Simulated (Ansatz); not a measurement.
# Pressure series in HfN

Start from HfN in the rock salt structure (space group Fm-3m, No. 225; a = 4.525 Å).

Cell and atoms are relaxed at each pressure.

Method: r2SCAN/PAW in Ansatz (an electronic-structure program), without spin-orbit coupling.

Notes on the quantities. enthalpy: H = E + PV relative to the base's energy.

| variant | lattice parameter a | enthalpy |
|---|---|---|
| base | 4.525 Å | – |
| pressure −2 GPa | 4.536 Å | -0.15 eV/atom |
| pressure −1 GPa | 4.531 Å | -0.07 eV/atom |
| pressure 0.9 GPa | 4.521 Å | +0.06 eV/atom |
| pressure 2.1 GPa | 4.514 Å | +0.15 eV/atom |
| pressure 4.5 GPa | 4.502 Å | +0.32 eV/atom |
| pressure 9 GPa | 4.480 Å | +0.64 eV/atom |
| pressure 15 GPa | 4.454 Å | +1.06 eV/atom |
| pressure 22.5 GPa | [?] | +1.57 eV/atom |
| pressure 30 GPa | [?] | +2.07 eV/atom |

Task: What belongs in the blanks?

Result: 
- pressure 22.5 GPa, lattice parameter a: 4.423 Å
- pressure 30 GPa, lattice parameter a: 4.394 Å

Load acts through the strain it causes; cell and atoms are relaxed under it. No phonon test of stability was made. Competing high-pressure phases were not computed. The final runs are not spin-polarised. An odd electron count without spin: HfN.
